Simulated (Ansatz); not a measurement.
Input and output of a self-consistent single point for BaAl2 (R3m, 6 atoms in the cell) (Ansatz, an electronic-structure program).

Method of the run: PBEsol, default PAW files made with PBE (plane waves; Ansatz).

```
CELL_PARAMETERS angstrom
      0.00000     4.24374     4.24374
      4.24374     0.00000     4.24374
      4.24374     4.24374     0.00000
ATOMIC_POSITIONS crystal
  Ba 0.50340 0.50340 0.50340
  Ba 0.75000 0.75000 0.75000
  Al 0.12500 0.12500 0.12500
  Al 0.62500 0.12500 0.12500
  Al 0.12500 0.12500 0.62500
  Al 0.12500 0.62500 0.12500
```

Reference input (self-consistent single point, DFT, PBEsol, plane waves, default PAW files made with PBE): basis.ecutwfc = 420 eV; kpoints.mp_grid.grid = 7 7 7; hamiltonian.xc = pbesol; hamiltonian.pseudopotentials = {kind: paw} (the program's default PAW files); scf.occupations.method = gaussian; scf.occupations.width = 0.1 eV. This run's input differs from it in these lines:

Ansatz 0.2 input:
```diff
@@ -15,3 +15,3 @@
 kpoints:
-  mp_grid: { grid: [7, 7, 7] }
+  mp_grid: { grid: [13, 13, 13] }
 hamiltonian:
@@ -20,3 +20,3 @@
 scf:
-  occupations: { method: gaussian, width: 0.1 }
+  occupations: { method: gaussian, width: 0.05 }
 output:
```

Output, abridged:

```
SCF iter   1: F=—  HF=-13824.913117 eV  |F-HF|=—  |Δ(HF+E_count)|=         —  Δρ=1.91e-3  dr2=7.80e-3  ethr=1.77e-3  ⟨swp⟩=11.9  Hψ=37088  notcnv=0
all-band conjugate gradients solve this SCF's bands
preconditioner: auto → Kerker (q_TF=auto, 2.102 Å⁻¹)
SCF iter   2: F=—  HF=-13824.912491 eV  |F-HF|=—  |Δ(HF+E_count)|=   6.26e-4  Δρ=1.25e-3  dr2=3.56e-3  ethr=2.44e-5  ⟨swp⟩=1.2  Hψ=7108  notcnv=0  defer=14
   [... lines left out ...]
SCF iter   4: F=—  HF=-13824.912054 eV  |F-HF|=—  |Δ(HF+E_count)|=   3.44e-5  Δρ=2.56e-5  dr2=1.78e-6  ethr=4.41e-8  ⟨swp⟩=2.3  Hψ=8116  notcnv=0  defer=14
iter 5 did not close the SCF: its close was put off for the readings that it lacked (scf_convergence_deferred on its scf_iter line)
SCF iter   5: F=-13824.912054 eV  HF=-13824.912054 eV  |F-HF|=6.15e-9  |Δ(HF+E_count)|=   1.80e-7  Δρ=7.31e-6  dr2=8.01e-8  ethr=5.58e-9  ⟨swp⟩=2.5  Hψ=7721  notcnv=0  defer=14
SCF iter   6: F=-13824.912054 eV  HF=-13824.912054 eV  |F-HF|=1.82e-10  |Δ(HF+E_count)|=   1.65e-8  Δρ=1.10e-6  dr2=2.06e-9  ethr=2.50e-10  ⟨swp⟩=6.6  Hψ=25504  notcnv=0
SCF 1 converged in 6 iterations: F = -13824.912054 eV  dr2 = 2.06e-9
Free energy (F): -13824.912054 eV
Internal energy: -13824.907192 eV  (E = F + TS)
E sigma→0 (E₀):  -13824.909623 eV
Entropy (-TS):   -0.004862 eV (-0.810 meV/atom)
Fermi energy:    8.034181 eV
--- Forces (eV/Å), atoms counted from 1 ---
  atom   1  Ba    -0.10856410    -0.10856410    -0.10856410
  atom   2  Ba     0.00711585     0.00711585     0.00711585
  atom   3  Al     0.00868284     0.00868284     0.00868284
  atom   4  Al     0.04146984     0.02564732     0.02564732
  atom   5  Al     0.02564732     0.02564732     0.04146984
  atom   6  Al     0.02564732     0.04146984     0.02564732
--- Stress (GPa, compression-positive) ---
       -1.465818      -0.077960      -0.077960
       -0.077960      -1.465818      -0.077960
       -0.077960      -0.077960      -1.465818
  P = ⅓ Tr σ = -1.4658 GPa (-14.658 kbar)
  The stress holds the Pulay correction. Without it, at fixed plane waves, as pw.x and ABINIT print it: P = -1.4857 GPa
```

The run converged in 6 iterations. Against the reference run the free energy goes up by 4.3 meV/atom, the pressure hardly changes (-1.50 to -1.47 GPa) and the largest force goes from 0.203 to 0.188 eV/Å.

The starting cell comes from a database of computed structures (which also holds hypothetical and non-ambient phases and stackings), without a prior relaxation at this level. Its lattice was rescaled by up to half a per cent. One atom was moved a little off its site on purpose. Ansatz's pressure includes its estimate of the finite-basis (Pulay) stress.

Cost on one core of a shared machine: roughly 60 s.
